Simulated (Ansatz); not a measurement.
Results of HSE06 (plane waves, PAW; Ansatz, a first-principles code) for AlBiO3 (Pm-3m, No. 221, 5 atoms in the cell; start mp-23080; idealised structure).

Run with plane-wave cutoff 520 eV, 8×8×8 k mesh, scalar-relativistic PAW data made under PBE.

Computed at the level's own relaxed cell.

Hill averages of the elastic tensor: K = 214.6 GPa, G = 131.3 GPa. Volume 10.508 Å³/atom, mean atomic mass 56.792 u.

### Question
Work out the density, the sound velocities of a polycrystal and the elastic Debye temperature at this level.

### Answer
ρ = 1.66054 × 56.792/10.508 = 8.975 g/cm³. v_l = √[(K + 4G/3)/ρ] = 6.589 km/s and v_t = √(G/ρ) = 3.825 km/s. The mean follows from 3/v_m³ = 1/v_l³ + 2/v_t³: v_m = 4.244 km/s. Θ_D = (ħ/k_B) v_m (6π²/V)^(1/3) = 76.38 K Å s/km × 4.244 × 1.7796 Å⁻¹ = 577 K, counting all atoms of the cell.

Note: the relaxation could not lower the start's symmetry, so the cell can be a saddle point above a distorted one.

A start named mp-… is a Materials Project structure, which need not be a measured phase.
